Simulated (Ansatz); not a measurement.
The parent structure is SiC in the wurtzite structure (space group P6_3mc, No. 186; a = 3.056 Å, c = 5.016 Å). Axes: x lies along a and z along c of the hexagonal cell.

Computed with LDA in Ansatz (plane waves to 420 eV, PAW, no spin-orbit coupling).

It is then changed as follows: uniaxial strain ε_zz = +3.00 %, all other strain components held at zero, atoms relaxed at fixed cell.

**Question.** Predict the stress tensor and what it implies for the stiffness.

**Answer.** Stress of the strained cell less that of the base (GPa, compression positive):
```
  -1.46    0.00    0.00
   0.00   -1.46    0.00
   0.00    0.00  -15.83
```

Then −Δσ_ii/ε with ε = 0.0300 gives secant stiffness values (nonlinear terms included at this strain): C33 ≈ 528 GPa, C13 ≈ 49 GPa and C23 ≈ 49 GPa.

As a check, the harmonic strain energy −½ V₀ Δσ:ε is 15 meV/atom; the computed energy rise is 15 meV/atom.

No phonon test of stability was made.

Ansatz is an electronic-structure program.
